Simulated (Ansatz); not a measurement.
Terminations of the (100) surface of fcc Cu, measured from the surface 'clean 1x1'. Atoms come from or go to: Cu: fcc Cu, Fe: bcc Fe, ferromagnetic, Ga: alpha gallium, In: tetragonal indium, Os: hcp Os, Re: hcp Re, Ru: hcp Ru, Si: silicon, Sn: beta tin, Te: trigonal Te. ΔE is the energy of forming the row's surface from that one (negative: more stable at these reservoirs); the vacuum level's shift is aligned on the shared bottom. No zero-point or thermal terms. These are constructed structures in small cells; real faces may alloy, dewet or reconstruct in larger ones, and not all known structures of the face are among them. Slabs of about 9 Å with all that they carry, Fermi-Dirac smearing of 0.1 eV. Bottom of the slabs: a bare face, its two planes held. Relaxed from the named starts with such symmetry as they have, on meshes of like density; energies extrapolated to zero smearing; no spin-orbit coupling, no U. Spin-polarised runs, if any, are marked in brackets, and their order is one that fits the cell; the others ran without spin. A dash marks a value that is undefined for that row (no clear gap, or no work function of a gapped slab) or was not read reliably on its mesh.

Level of theory: PBE (plane waves to 420 eV, PAW; Ansatz, a program for electronic structure).

| surface | atoms added per 1x1 | ΔE per 1x1 (eV) | shift of the vacuum level (eV) | work function (eV) |
|---|---|---|---|---|
| c(2x2) surface alloy, Ga on one Cu site of the top plane | -0.5 Cu, +0.5 Ga | -0.35 | -0.10 | 4.45 |
| a pseudomorphic layer of Os in the host's stacking | +1 Os | 1.39 | 1.03 | 5.55 |
| c(2x2) layer of Te, one a cell, on the site that continues the host's stacking | +0.5 Te | ___ | -0.12 | 4.43 |
| a layer of Ru in place of the second plane | -1 Cu, +1 Ru | ___ | 0.12 | 4.69 |
| a layer of Re in place of the second plane | -1 Cu, +1 Re | 0.85 | -0.11 | 4.48 |
| a pseudomorphic layer of Fe in the host's stacking [spin, 2.9 μB a cell] | +1 Fe | ___ | -0.01 | 4.51 |
| a pseudomorphic layer of Sn in the host's stacking | +1 Sn | 0.82 | -0.84 | 3.72 |
| a layer of In in place of the second plane | -1 Cu, +1 In | 1.31 | 0.41 | 4.94 |
| a layer of Si in place of the second plane | -1 Cu, +1 Si | ___ | 0.20 | 4.70 |
| a layer of Os in place of the second plane | -1 Cu, +1 Os | 1.09 | 0.23 | 4.81 |
| one row in 4 of the top plane missing | -0.25 Cu | ___ | -0.10 | 4.43 |
| one row in 2 of the top plane missing | -0.5 Cu | 0.13 | -0.21 | 4.32 |

**Question.** Some entries are withheld; supply them.

**Answer.** 
- c(2x2) layer of Te, one a cell, on the site that continues the host's stacking, ΔE per 1x1 (eV): -0.52
- a layer of Ru in place of the second plane, ΔE per 1x1 (eV): 0.76
- a pseudomorphic layer of Fe in the host's stacking [spin, 2.9 μB a cell], ΔE per 1x1 (eV): 0.65
- a layer of Si in place of the second plane, ΔE per 1x1 (eV): 0.20
- one row in 4 of the top plane missing, ΔE per 1x1 (eV): 0.08
